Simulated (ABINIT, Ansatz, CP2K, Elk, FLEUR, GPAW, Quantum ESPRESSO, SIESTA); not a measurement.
**SrCd (Pm-3m, 2 atoms in the cell) computed with different codes at matched settings**

Self-consistent single point, at a second geometry (lattice scaled by 0.98). First geometry:

```
CELL_PARAMETERS angstrom
      4.03563     0.00000     0.00000
      0.00000     4.03563     0.00000
      0.00000     0.00000     4.03563
ATOMIC_POSITIONS crystal
  Sr 0.50000 0.50000 0.50000
  Cd 0.00000 0.00000 0.00000
```

Shared settings, as Ansatz (an electronic-structure program) writes them: kpoints.mp_grid.grid = 11 11 11; scf.occupations.method = fermi_dirac; scf.occupations.width = 0.1 eV. Potentials and cutoffs stand in the table.

| code | model | ΔF from the first geometry (meV/atom) | pressure (GPa) | cutoff |
|---|---|---|---|---|
| Elk | LDA (PW92), all-electron FP-LAPW, Elk's shipped species files, default APW+lo basis | -25.5 | – | rgkmax 7 |
| SIESTA | LDA PW92, numerical atomic orbitals TZP, PseudoDojo LDA standard norm-conserving potentials (rewritten from UPF to PSML) | -5.0 | 0.60 | grid 350 Ry |
| Quantum ESPRESSO | LDA (PZ), GBRV 1.5 ultrasoft (LDA) pseudopotentials | -22.8 | -1.34 | 40 Ry |
| ABINIT | LDA (PW92), PAW (JTH v2.0 LDA PAW) | -23.0 | -1.20 | 544 eV |
| GPAW | LDA (Perdew-Wang 92), GPAW PAW datasets LDA (gpaw-data 1.0.1) | -21.9 | -1.15 | 550 eV |
| Ansatz | LDA (PW92), PAW files made with PBE | -22.7 | -1.13 | 420 eV |
| FLEUR | LDA (Vosko-Wilk-Nusair), all-electron FLAPW (FLEUR), scalar-relativistic valence | -23.0 | – | Kmax 3.8 1/bohr |
| CP2K | LDA (Pade form), GPW, DZVP-MOLOPT-SR-GTH basis, GTH-PADE potentials (GTH_POTENTIALS) | -19.0 | -0.81 | grid 500 Ry |

A dash marks a value that a program does not give, or that is left out as unsure.

The spread over the programs that give each value: ΔF from the first geometry within 20.5 meV/atom; pressure within 1.94 GPa.

SIESTA and CP2K use small atom-centred bases, whose incompleteness enters pressures, forces and empty levels differently from a plane-wave cutoff. Elk and FLEUR treat all electrons, but the usual bases taken here (sphere radii, linearisation, local orbitals, empty states) were not tested for convergence, so the values are no reference for the others. Ansatz's pressure is given at a fixed set of plane waves, as the other plane-wave codes print theirs. The same LDA comes in different parametrisations, which differ slightly. In the pressure, SIESTA (by 1.77) lies more than 1 GPa from the median of the plane-wave programs.

The starting cell comes from a database of computed structures (which also holds hypothetical and non-ambient phases and stackings), without a prior relaxation at this level. For this run, on top of that: lattice scaled by 0.98.

Keys are those of Ansatz 0.2.
